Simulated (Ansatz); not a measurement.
**Ir in the fcc (Cu type) structure (space group Fm-3m, No. 225)**

```
CELL_PARAMETERS angstrom
      0.00000     1.91515     1.91515
      1.91515     0.00000     1.91515
      1.91515     1.91515     0.00000
ATOMIC_POSITIONS crystal
  Ir 0.00000 0.00000 0.00000
```

Method: plane-wave PAW DFT at the PBEsol level (Ansatz, a program for electronic structure, 420 eV), no spin-orbit coupling, earlier PAW set. Γ-centred 21×21×21 mesh, Fermi–Dirac width 0.05 eV.

The volume per atom is 14.05 Å³ and the density comes out as 22.72 g/cm³. The band gap comes out as zero. The total energy is -11800.444 eV/atom (σ→0; compares only within this code and set-up).

Whether these cells are dynamically stable was not tested. The final runs are not spin-polarised.
